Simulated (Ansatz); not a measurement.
Start from PtTe₂ (space group P-3m1, No. 164; a = 4.0526 Å, c = 5.0969 Å; layered; relaxed with 0.1 eV smearing). Axes: x lies along a and z along c of the hexagonal cell.

Computed with PBE-D3(BJ) (Ansatz, a program for electronic structure; PAW; 420 eV plane waves; without spin-orbit coupling).

One thing is altered: the cell is compressed by 3.00 % along z with no lateral relaxation; the atoms relax in the strained cell.

Q: Predict the stress tensor and what it implies for the stiffness.

A: Stress of the strained cell less that of the base (GPa, compression positive):
```
    1.6     0.0     0.0
    0.0     1.6     0.0
    0.0     0.0     2.7
```

Then −Δσ_ii/ε with ε = -0.0300 gives secant stiffness values (nonlinear terms included at this strain): C33 ≈ 90 GPa, C13 ≈ 54 GPa and C23 ≈ 54 GPa.

As a check, the harmonic strain energy −½ V₀ Δσ:ε is 6.1 meV/atom; the computed energy rise is 5.8 meV/atom.

No phonon test of stability was made. All final runs are without spin polarisation.
